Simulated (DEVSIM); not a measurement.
Device: Pd/Si3N4/p-Si capacitor, at 300 K.

```csv
layer (left to right),material,thickness (nm),Na (cm⁻³)
1,Si3N4,4.10,-
2,Si,400,2.1e18
```

Metal gate on the left, work function 5.2 eV. Fixed charge at the semiconductor interface 4.2e10 cm⁻² (in units of +e); no interface traps.

The device is made up for the run: typed textbook-type constants, with dimensions and the other settings drawn at random. Values at 300 K.

```csv
parameter,Si3N4,Si
gap (eV),5.1,1.124
affinity (eV),2.1,4.05
permittivity,7.5,11.7
Nc (cm⁻³),-,2.86e19
Nv (cm⁻³),-,3.1e19
```

Model (solved in DEVSIM): 1D Poisson equation in equilibrium, Boltzmann statistics, complete ionisation; no quantum confinement or tunnelling. Metal contacts follow the ideal Schottky-Mott rule: no Fermi-level pinning, no interface dipoles.

Question: Give the band bending (positive: bands bend down) and minority sheet density.

Answer: 
| Vg (V) | ψs (V) | minority carriers (cm⁻²) |
|---|---|---|
| -0.2 | -0.062 | < 1e8 |
| 0.1 | 0.003 | < 1e8 |
| 0.4 | 0.137 | < 1e8 |
| 0.7 | 0.326 | < 1e8 |
| 1 | 0.539 | < 1e8 |
| 1.3 | 0.765 | < 1e8 |
| 1.6 | 0.993 | 9.1e10 |
